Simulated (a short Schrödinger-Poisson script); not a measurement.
Structure: MOS inversion layer, SiO2 on p-type Si(100), at 400 K.

| layer | material | thickness (nm) | Na (cm⁻³) |
|---|---|---|---|
| 1 | SiO2 | 2.1 | - |
| 2 | Si | 1600 | 7.2e16 |

Constants are typed, rounded textbook-type inputs, not results; the design itself was drawn at random and stands for no fabricated device. SiO2: permittivity 3.9, conduction-band edge (eV) 3.15, gap (eV) 9, electron mass (mₑ) 0.5. Si: permittivity 11.7, conduction-band edge (eV) 0, gap (eV) 1.124, Nv at 300 K (cm⁻³) 3.1e19.

Channel valleys (confinement mass, in-plane density-of-states mass, number): Δ2 0.916, 0.19, 2; Δ4 0.19, 0.417, 4. At the gate the conduction-band edge of layer 1 lies 3.6 eV − eVg above the Fermi level of the channel; the field vanishes at the back. Gaps are held at their typed values at every temperature. Mesh 0.03 nm at interfaces.

Solved with a short Schrödinger-Poisson script written for these runs: 1D Poisson equation in equilibrium, electrons classical, Fermi-Dirac, parabolic valleys, classical holes, full ionisation, no traps, pinning or gate leakage.

The same stack at other levels of the model or other numerical settings:

```csv
run,sheet density of all electrons at Vg = 2 V (cm⁻²),sheet density of all electrons at Vg = 0.8 V (cm⁻²),capacitance at Vg = 2 V (μF/cm²),centroid of the channel electrons at Vg = 2 V (nm),rough cost against the base
base,1.37e13,2.83e12,1.50,0.92,about 1
"electrons treated as classical, Boltzmann",1.41e13,2.86e12,1.57,0.73,0.1
"electrons treated as quantum, Hartree",1.21e13,2.30e12,1.38,1.82,4
mesh six times as coarse,1.35e13,2.79e12,1.48,1.00,0.2
```

The classical rows ignore confinement, and Boltzmann statistics overrate the density once the band edge passes the Fermi level.
